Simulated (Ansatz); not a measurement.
# Sr3AsN: carrier doping

The parent structure is Sr₃AsN in the anti-perovskite structure (space group Pm-3m, No. 221; a = 5.0413 Å; a cell from a computed database, its experimental status unchecked).

Carriers are added at fixed cell with a uniform background; the Fermi–Dirac width is that of 300 K.

Calculations: PBEsol (Ansatz, a program for electronic structure, PAW, spin-orbit coupling left out).

Candidates:
(a) holes 7.0×10^21 cm⁻³
(b) holes 5.0×10^21 cm⁻³
(c) holes 3.0×10^21 cm⁻³

For the base:

The gap between the host's bands is 0.38 eV.

Question: Order them by gap between the host's bands, lowest first.

Answer: (c) holes 3.0×10^21 cm⁻³ (0.77 eV), (b) holes 5.0×10^21 cm⁻³ (0.92 eV), (a) holes 7.0×10^21 cm⁻³ (1.04 eV)

Charged cell with a jellium background: band edges are those of the host's band count, energies are not comparable with the neutral cell, and many-body gap narrowing is missing. Stability against distortions was not tested.
